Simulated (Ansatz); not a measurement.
The reference is HfO2 (space group P4_2/nmc, No. 137; a = 3.6044 Å, c = 5.2643 Å). Axes: x, y, z lie along a, b, c of the conventional cell.

All numbers come from PBE in Ansatz (plane waves to 420 eV, PAW, scalar-relativistic without spin-orbit coupling).

Base values:

- Gap character: indirect, Z → Γ
- Electron mass: 1.0 mₑ along c, 0.88 mₑ across (at Γ)

Modification: compressive biaxial strain of 4.44 % in the plane normal to [001], as in epitaxy on a mismatched substrate; the out-of-plane cell vector and the atoms relax.

Problem. Estimate the effect on the gap character.

Solution. The gap character becomes indirect, A → Γ (base: indirect, Z → Γ).

Problem. Predict the new electron mass.

Solution. The electron mass changes from 1.0 mₑ along c, 0.88 mₑ across (at Γ) to 1.1 mₑ out of plane, 0.79 mₑ in plane (at Γ).

Spin-orbit coupling, missing from the scalar runs, can matter with Hf. Effective masses come from finite differences of ±0.01 Å⁻¹. Stability against distortions was not tested. This is not the structure that HfO2 has at room temperature and ambient pressure.

Ansatz is a program for electronic structure.
